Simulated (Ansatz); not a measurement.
**GePt (model structure, started from the MnP type, Pnma, No. 62, 8 atoms in the cell)**

The numbers are results of r²SCAN (PAW; Ansatz, a program for electronic structure), not measurements.

Run with plane-wave cutoff 560 eV, 10×16×8 k mesh (along the axes of the cell as run), Fermi–Dirac smearing 0.05 eV, scalar-relativistic PAW data made under PBE.

Cell (relaxed at this level):

```xyz
8
Lattice="5.7707 0.0000 0.0000 0.0000 3.7124 0.0000 0.0000 0.0000 6.1301" Properties=species:S:1:pos:R:3 pbc="T T T"
Pt     2.8662     0.9281     4.2506
Pt    -0.0192     0.9281     4.9446
Pt     2.9045     2.7843     1.8795
Pt     5.7898     2.7843     1.1855
Ge     3.9634     0.9281     0.5339
Ge     1.0780     0.9281     2.5312
Ge     1.8073     2.7843     5.5962
Ge     4.6926     2.7843     3.5989
```

For GePt (model structure, started from the MnP type, Pnma, No. 62, 8 atoms in the cell), the band gap comes out as none and the bulk modulus B0 is 159 GPa.

Note: the bulk modulus is −V dP/dV from two relaxed cells at ±2 % in volume.

Spin–orbit coupling is not included; it can open a gap where bands touch, and shift volumes and moduli.

The computed numbers hold no vibrational or temperature effects.

It cost roughly 40 core-minutes of CPU time.

A model structure was made by putting elements into a prototype or built by hand; here it ended with the formula and space group of a phase in our tables.
